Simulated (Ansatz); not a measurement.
**Response to strain in ZnS**

The parent structure is ZnS in the wurtzite structure (space group P6_3mc, No. 186; a = 3.7383 Å, c = 6.1429 Å). Axes: x lies along a and z along c of the hexagonal cell.

Strains are applied to the cell and any free atomic positions relax.

The values are results of LDA/PAW in Ansatz (an electronic-structure program), no spin-orbit coupling, not measurements.

Candidates:
(a) uniaxial strain ε_zz = −0.60 %
(b) uniaxial strain ε_zz = −1.20 %
(c) uniaxial strain ε_zz = −3.00 %

Before the change:

| Item | Value |
|---|---|
| Band gap | 2.19 eV |

Question: Order them by band gap, lowest first.

Answer: (a) uniaxial strain ε_zz = −0.60 % (2.24 eV), (b) uniaxial strain ε_zz = −1.20 % (2.28 eV), (c) uniaxial strain ε_zz = −3.00 % (2.37 eV)

Whether these cells are dynamically stable was not tested.
